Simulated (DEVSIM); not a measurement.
System: abrupt InP p-n junction, at 300 K.

Layer 1 from the left is InP, thickness (μm) 2.00, Na (cm⁻³) 2.8e17, τn (s) 3.3e-8, τp (s) 3.3e-8. Layer 2 from the left is InP, thickness (μm) 4.50, Nd (cm⁻³) 7.2e14, τn (s) 3.3e-8, τp (s) 3.3e-8.

Left contact: ohmic. Right contact: ohmic. Voltage is applied to the left contact. Recombination: SRH at mid-gap, radiative, Auger. Mobility is constant in doping.

This is a model device: material constants are rounded textbook-type values typed into the input, and sizes, dopings and lifetimes were drawn at random. Values at 300 K.

InP: gap (eV) 1.344, affinity (eV) 4.38, permittivity 12.5, Nc (cm⁻³) 5.7e17, Nv (cm⁻³) 1.1e19, μn (cm²/Vs) 5200, μp (cm²/Vs) 170, B (cm³/s) 1.2e-10, Cn (cm⁶/s) 9e-31, Cp (cm⁶/s) 9e-31.

Model (solved in DEVSIM): 1D drift-diffusion, Boltzmann statistics, complete ionisation; no tunnelling, impact ionisation, image-force lowering or self-heating.

Q: What does the simulation give for the largest field in the device at zero bias, the potential step across the device at zero bias, the dark forward voltage at 1 A/cm², the dark forward voltage at 100 A/cm²?

A: largest field in the device at zero bias 30000 V/cm; potential step across the device at zero bias 1.077 V; dark forward voltage at 1 A/cm² 0.913 V; dark forward voltage at 100 A/cm² 1.079 V.
